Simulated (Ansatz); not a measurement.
We consider fluorite CoSi₂, described by LDA (Ansatz, a first-principles code, PAW).

Numerical settings: plane-wave cutoff 520 eV, 22×22×22 k mesh, Fermi–Dirac smearing 0.07 eV (set by the program), no spin polarisation, scalar-relativistic PAW data made under PBE.

Computed at the level's own relaxed cell.

Hill averages of the elastic tensor: K = 203.5 GPa, G = 78.8 GPa. Volume 12.223 Å³/atom, mean atomic mass 38.368 u.

### Question
Work out the density, the sound velocities of a polycrystal and the elastic Debye temperature, and Pugh's ratio at this level.

### Answer
ρ = 1.66054 × 38.368/12.223 = 5.212 g/cm³. v_l = √[(K + 4G/3)/ρ] = 7.694 km/s and v_t = √(G/ρ) = 3.888 km/s. The mean follows from 3/v_m³ = 1/v_l³ + 2/v_t³: v_m = 4.359 km/s. Θ_D = (ħ/k_B) v_m (6π²/V)^(1/3) = 76.38 K Å s/km × 4.359 × 1.6921 Å⁻¹ = 563 K, counting all atoms of the cell. K/G = 2.58, to be set beside Pugh's rough bound of 1.75 between brittle and ductile metals.
